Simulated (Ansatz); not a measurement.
A constructed model of the (0001) surface of 4H silicon carbide, Si-terminated, (√3x√3)R30° Bi adatom at T4 (bottom of the slab: 3 H on 3 bottom sites)

The numbers are results of r2SCAN, at the PBE geometry (plane waves to 500 eV, PAW; Ansatz, a program for electronic structure), not measurements.

Slab: 28 atoms, 11.4 Å thick at the start with caps and adatoms (thin: gaps and levels are the slab's own); k 6x6x1, smearing 0.025 eV, dipole-corrected; single point; on the structure that PBE left under its start's symmetry; no spin, no spin-orbit, no U. In PBE it is, or lies within 0.01 eV a 1x1 cell of, the lowest of the 2 structures of its composition computed so far; subsurface sites and larger cells were not tried.

The gap of the slab on its k-mesh comes out as 2.25 eV. The highest filled level below the top vacuum level is 5.11 eV and the cost is very roughly 100 core-seconds.
